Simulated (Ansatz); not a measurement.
Input:

```
WC
1.0
    2.95637     0.00000     0.00000
   -1.47818     2.56029     0.00000
    0.00000     0.00000     2.87789
W C
1 1
Cartesian
  0.00000   0.00000   0.00000
  0.00000   1.70686   1.43894
```

No spin polarisation.

Computed with r2SCAN in Ansatz (plane waves to 500 eV, PAW, no SOC). Settings: 23×23×20 k-points, 0.1 eV Fermi–Dirac smearing.

Question: What is the computed band gap?

Answer: Zero.

Question: Predict the pressure (mean of the normal stresses, compression positive).

Answer: -16.5 GPa.

The cells carry an imposed strain or load. No phonon test of stability was made. All final runs are without spin polarisation. The cell was made from WC (space group P-6m2, No. 187) by this change: isotropic strain +1.50 %.

Ansatz is a quantum-chemistry and plane-wave program.
